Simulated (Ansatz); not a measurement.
Input and output of a self-consistent single point for Tl₃VSe₄ (I-43m, 8 atoms in the cell) (Ansatz, an electronic-structure program).

Method: LDA (PW92), default PAW files made with PBE (plane waves; Ansatz).

The change in words: lattice scaled by 0.98. Reference geometry:
```yaml
crystal:
  lattice:
    - [-3.91937, 3.91937, 3.91937]
    - [3.91937, -3.91937, 3.91937]
    - [3.91937, 3.91937, -3.91937]
  atoms:
    - { symbol: V, position: [0.00000, 0.00000, 0.00000] }
    - { symbol: Tl, position: [0.50000, 0.50000, 0.00000] }
    - { symbol: Tl, position: [0.00000, 0.50000, 0.50000] }
    - { symbol: Tl, position: [0.50000, 0.00000, 0.50000] }
    - { symbol: Se, position: [0.66378, 0.66378, 0.66378] }
    - { symbol: Se, position: [0.33622, 0.00000, 0.00000] }
    - { symbol: Se, position: [0.00000, 0.00000, 0.33622] }
    - { symbol: Se, position: [0.00000, 0.33622, 0.00000] }
```

Reference input (self-consistent single point, DFT, LDA (PW92), plane waves, default PAW files made with PBE): kpoints.mp_grid.grid = 3 3 3; hamiltonian.xc = lda; hamiltonian.pseudopotentials = {kind: paw} (the program's default PAW files); scf.occupations.method = fermi_dirac; scf.occupations.width = 0.0007 Ry. This run's input differs from it in these lines:

```diff
@@ -3,5 +3,5 @@
   lattice:
-    - [-3.919370, 3.919370, 3.919370]
-    - [3.919370, -3.919370, 3.919370]
-    - [3.919370, 3.919370, -3.919370]
+    - [-3.840983, 3.840983, 3.840983]
+    - [3.840983, -3.840983, 3.840983]
+    - [3.840983, 3.840983, -3.840983]
   atoms:
```

Log, with long lists cut:

```
SCF iter   1: F=—  HF=-57836.869081 eV  |F-HF|=—  |Δ(HF+E_count)|=         —  Δρ=5.26e-3  dr2=9.02e-2  ethr=1.77e-3  ⟨swp⟩=6.2  Hψ=978  notcnv=0
all-band conjugate gradients solve this SCF's bands
preconditioner: auto → Resta (q_TF=auto, 2.440 Å⁻¹)
SCF iter   2: F=—  HF=-57836.857301 eV  |F-HF|=—  |Δ(HF+E_count)|=   1.18e-2  Δρ=2.94e-3  dr2=2.98e-2  ethr=7.78e-5  ⟨swp⟩=2.0  Hψ=354  notcnv=0  defer=18
   [... lines left out ...]
SCF iter   4: F=—  HF=-57836.853672 eV  |F-HF|=—  |Δ(HF+E_count)|=   1.28e-4  Δρ=1.08e-4  dr2=3.00e-5  ethr=1.24e-6  ⟨swp⟩=3.0  Hψ=506  notcnv=0  defer=18
SCF iter   5: F=—  HF=-57836.853545 eV  |F-HF|=—  |Δ(HF+E_count)|=   1.27e-4  Δρ=4.05e-5  dr2=5.03e-6  ethr=2.59e-8  ⟨swp⟩=2.0  Hψ=490  notcnv=0  defer=18
SCF iter   6: F=—  HF=-57836.853544 eV  |F-HF|=—  |Δ(HF+E_count)|=   1.65e-7  Δρ=1.06e-5  dr2=3.64e-7  ethr=4.33e-9  ⟨swp⟩=3.0  Hψ=475  notcnv=0  defer=18
SCF iter   7: F=-57836.853544 eV  HF=-57836.853544 eV  |F-HF|=7.91e-9  |Δ(HF+E_count)|=   2.52e-8  Δρ=2.30e-6  dr2=1.61e-8  ethr=8.62e-11  ⟨swp⟩=8.2  Hψ=1097  notcnv=0
SCF 1 converged in 7 iterations: F = -57836.853544 eV  dr2 = 1.61e-8
Free energy (F): -57836.853544 eV
Internal energy: -57836.853544 eV  (E = F + TS)
E sigma→0 (E₀):  -57836.853544 eV
Fermi energy:    7.318580 eV
--- Forces (eV/Å), atoms counted from 1 ---
  atom   1  V     -0.00000000     0.00000000     0.00000000
  atom   2  Tl    -0.00000000     0.00000000     0.00000000
  atom   3  Tl     0.00000000    -0.00000000     0.00000000
  atom   4  Tl    -0.00000000     0.00000000    -0.00000000
  atom   5  Se    -0.25706440    -0.25706440    -0.25706440
  atom   6  Se    -0.25706440     0.25706440     0.25706440
  atom   7  Se     0.25706440     0.25706440    -0.25706440
  atom   8  Se     0.25706440    -0.25706440     0.25706440
--- Stress (GPa, compression-positive) ---
       -0.850282       0.000000       0.000000
       -0.000000      -0.850282      -0.000000
       -0.000000      -0.000000      -0.850282
  P = ⅓ Tr σ = -0.8503 GPa (-8.503 kbar)
  The stress holds the Pulay correction. Without it, at fixed plane waves, as pw.x and ABINIT print it: P = -0.8818 GPa
```

The run converged in 7 iterations. Against the reference run the free energy goes down by 23.7 meV/atom, the pressure goes from -3.29 to -0.85 GPa, the largest force goes from 0.222 to 0.445 eV/Å and the gap on the mesh goes from 1.835 to 1.904 eV.

The starting cell comes from a database of computed structures (which also holds hypothetical and non-ambient phases and stackings), without a prior relaxation at this level. For this run, on top of that: lattice scaled by 0.98. Spin-orbit coupling is off. Ansatz's pressure includes its estimate of the finite-basis (Pulay) stress.

Keys are those of Ansatz 0.2.
